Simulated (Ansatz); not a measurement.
Levels about the gap of amorphous Zr20O43Lu2 (65 atoms in a cell of 842 Å³, 5.65 g/cm³; zone centre alone, so wide bands show as single levels with stretches between that a denser mesh fills), at the geometry that PBE relaxed, where it gives -1.6 GPa on a denser mesh. The participation number counts the atoms over which a state spreads; weights are charges in smoothed Voronoi cells. The levels come from a single point, so bond lengths are those of that geometry. Method of the levels: PBE, scalar-relativistic without spin-orbit coupling (Ansatz, a first-principles code). Sampling: the zone centre alone; Fermi-Dirac width 0.02 eV; no spin polarisation.

A CHGNet melt-quench gave the starting glass, which DFT then relaxed. O atoms were pushed apart under 1.9 Å during the dynamics, to hinder bonds among them. The hot cell started wider than the set density and was brought back towards it in steps. It is the lowest in DFT energy of 2 quenches. It is a model cell: composition and starting density were chosen by hand, and all elements were melted together. No dispersion term was used. Its density started from a set value of 5.65 and ended at 5.65 g/cm³. The simulated quench (nominally 450 K/ps over its main leg) is rapid and tends to freeze in more defects than a deposited or slowly cooled glass has. Values belong to this one cell and scatter from quench to quench. The volume was held where the preparation left it and the shape relaxed, at a PBE pressure of -1.6 GPa (tension). Stress components on the final sampling reach 1.8 GPa.

| E - E(highest filled), eV | filling | participation number | largest on | weight O | weight Zr | weight Lu |
|---|---|---|---|---|---|---|
| -0.30 | filled | 26.4 | O, 3 neighbours | 0.94 | 0.05 | 0.02 |
| -0.25 | filled | 28.1 | O, 3 neighbours | 0.93 | 0.05 | 0.02 |
| -0.19 | filled | 14.1 | O, 3 neighbours | 0.94 | 0.05 | 0.01 |
| -0.17 | filled | 25.3 | O, 3 neighbours | 0.93 | 0.05 | 0.02 |
| -0.10 | filled | 12.0 | O, 2 neighbours | 0.94 | 0.05 | 0.01 |
| -0.05 | filled | 15.5 | O, 3 neighbours | 0.94 | 0.05 | 0.01 |
| 0.00 | filled | 14.7 | O, 3 neighbours | 0.94 | 0.05 | 0.01 |
| 3.74 | empty | 14.6 | Zr, 7 neighbours | 0.36 | 0.63 | 0.01 |
| 3.79 | empty | 17.6 | Zr, 6 neighbours | 0.35 | 0.65 | 0.00 |
| 3.92 | empty | 25.1 | Zr, 7 neighbours | 0.34 | 0.66 | 0.01 |
| 3.99 | empty | 25.8 | Zr, 7 neighbours | 0.35 | 0.65 | 0.01 |
| 4.08 | empty | 21.2 | Zr, 7 neighbours | 0.33 | 0.66 | 0.01 |
| 4.12 | empty | 23.3 | Zr, 6 neighbours | 0.34 | 0.65 | 0.01 |
| 4.22 | empty | 18.6 | Zr, 7 neighbours | 0.32 | 0.67 | 0.01 |

Most localised among these is the filled level at -0.10 eV, on a O atom, which has 2 neighbours (Zr 1.99 Å, Zr 1.99 Å).
